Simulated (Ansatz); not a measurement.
# GaAs (F-43m): band-edge transport data

```xyz
2
Lattice="0.0000 2.8296 2.8296 2.8296 0.0000 2.8296 2.8296 2.8296 0.0000" Properties=species:S:1:pos:R:3 pbc="T T T"
Ga     0.0000     0.0000     0.0000
As     1.4148     1.4148     1.4148
```

All values below come from PBEsol with spin-orbit coupling, rigid bands (plane waves, PAW; Ansatz, an electronic-structure program). Cell: cell and atoms relaxed with PBEsol.

```
Quantity                                            Value
--------------------------------------------  -----------
band gap                                          0.32 eV
hole conductivity mass (300 K, dilute)            0.41 mₑ
effective density of states N_v (300 K)       1.2e19 cm⁻³
density-of-states mass, holes                     0.61 mₑ
Seebeck coefficient, p-type 1e19 cm⁻³, 300 K     241 μV/K
```

Rigid bands; masses and Seebeck coefficients take one relaxation time τ for all states and one kind of carrier; polarons and phonon drag are left out.
